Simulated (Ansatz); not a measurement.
**A computed series for BaZrO3: response to strain**

Start from BaZrO3 in the cubic perovskite structure (space group Pm-3m, No. 221).

```yaml
crystal:
  lattice:
    - [4.22716, 0.00000, 0.00000]
    - [0.00000, 4.22716, 0.00000]
    - [0.00000, 0.00000, 4.22716]
  atoms:
    - { symbol: Ba, position: [0.00000, 0.00000, 0.00000] }
    - { symbol: Zr, position: [0.50000, 0.50000, 0.50000] }
    - { symbol: O, position: [0.50000, 0.00000, 0.50000] }
    - { symbol: O, position: [0.00000, 0.50000, 0.50000] }
    - { symbol: O, position: [0.50000, 0.50000, 0.00000] }
```

Strains are applied to the cell and any free atomic positions relax.

The values are results of Kohn–Sham DFT with the PBE functional, run in Ansatz (a first-principles code) with PAW and 420 eV plane waves, no SOC, not measurements.

Notes on the quantities. electron mass: degenerate bands, along [100]; energy relative to the base: free energy F.

```json
[
 {"change": "base", "electron mass": "0.36, 0.36, 2.8 mₑ (at Γ)", "pressure": "0.01 GPa", "energy relative to the base": "0 meV/atom"},
 {"change": "isotropic strain −3.00 %", "electron mass": "0.33, 0.33, 2.6 mₑ (at Γ)", "pressure": "16.73 GPa", "energy relative to the base": "+63 meV/atom"},
 {"change": "isotropic strain −2.40 %", "electron mass": "0.34, 0.34, 2.6 mₑ (at Γ)", "pressure": "12.81 GPa", "energy relative to the base": "+40 meV/atom"},
 {"change": "isotropic strain −1.80 %", "electron mass": "0.34, 0.34, 2.7 mₑ (at Γ)", "pressure": "9.20 GPa", "energy relative to the base": "+22 meV/atom"},
 {"change": "isotropic strain −1.20 %", "electron mass": "0.35, 0.35, 2.7 mₑ (at Γ)", "pressure": "5.88 GPa", "energy relative to the base": "+9.5 meV/atom"},
 {"change": "isotropic strain −0.60 %", "electron mass": "0.36, 0.36, 2.8 mₑ (at Γ)", "pressure": "2.82 GPa", "energy relative to the base": "+2.3 meV/atom"}
]
```

The levels and masses belong to the bands next to the band gap. Effective masses come from finite differences of ±0.01 Å⁻¹. Whether these cells are dynamically stable was not tested.
